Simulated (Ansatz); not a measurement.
The parent structure is Nb in the bcc (W type) structure (space group Im-3m, No. 229; a = 3.304 Å; relaxed with 0.1 eV smearing). Axes: x, y, z lie along the cube axes.

Calculations: r2SCAN (Ansatz, an electronic-structure program), no spin-orbit coupling.

Perturbation: the cell is compressed by 1.00 % along z with no lateral relaxation, atoms relaxed at fixed cell.

Question: What happens to the stress?

Answer: The stress (xx, yy, zz, yz, xz, xy; compression positive) comes out as (1.4, 1.4, 2.5, 0.0, 0.0, 0.0) GPa.

Question: Predict the new energy relative to the base.

Answer: The energy grows by 1.4 meV/atom.

The cells carry an imposed strain or load. Whether these cells are dynamically stable was not tested. All final runs are without spin polarisation.
